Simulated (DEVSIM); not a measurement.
Structure: abrupt CdTe p-n junction, at 300 K.

| layer (left to right) | material | thickness (μm) | Nd (cm⁻³) | Na (cm⁻³) | τn (s) | τp (s) |
|---|---|---|---|---|---|---|
| 1 | CdTe | 0.840 | - | 1.1e15 | 6.5e-8 | 6.5e-8 |
| 2 | CdTe | 0.520 | 9e16 | - | 6.5e-8 | 6.5e-8 |

Left contact: ohmic. Right contact: ohmic. Voltage is applied to the left contact. Recombination: SRH at mid-gap, radiative. Mobility is μmin + (μ − μmin)/(1 + (N/Nref)^α).

The device is made up for the run: typed textbook-type constants, with dimensions and the other settings drawn at random. Values at 300 K.

| parameter | CdTe |
|---|---|
| gap (eV) | 1.5 |
| affinity (eV) | 4.28 |
| permittivity | 10.2 |
| Nc (cm⁻³) | 8e17 |
| Nv (cm⁻³) | 1.8e19 |
| μn (cm²/Vs) | 1000 |
| μp (cm²/Vs) | 80 |
| μn,min | 100 |
| μp,min | 10 |
| Nref,n | 1e17 |
| Nref,p | 1e17 |
| αn | 0.6 |
| αp | 0.6 |
| B (cm³/s) | 1e-10 |

DEVSIM, 1D drift-diffusion, Boltzmann statistics, complete ionisation; no tunnelling, impact ionisation, image-force lowering or self-heating.

**Question.** Give the dark reverse current.

**Answer.** 
| V (V) | J (A/cm²) |
|---|---|
| -0.20 | -1.6e-11 |
| -0.50 | -3.0e-11 |
| -1.00 | -4.7e-11 |
| -1.50 | -5.7e-11 |
| -2.00 | -6.4e-11 |
| -3.00 | -7.3e-11 |
| -4.00 | -7.9e-11 |
| -5.00 | -8.3e-11 |
| -6.50 | -8.7e-11 |
| -8.00 | -9.0e-11 |
| -10.00 | -9.3e-11 |
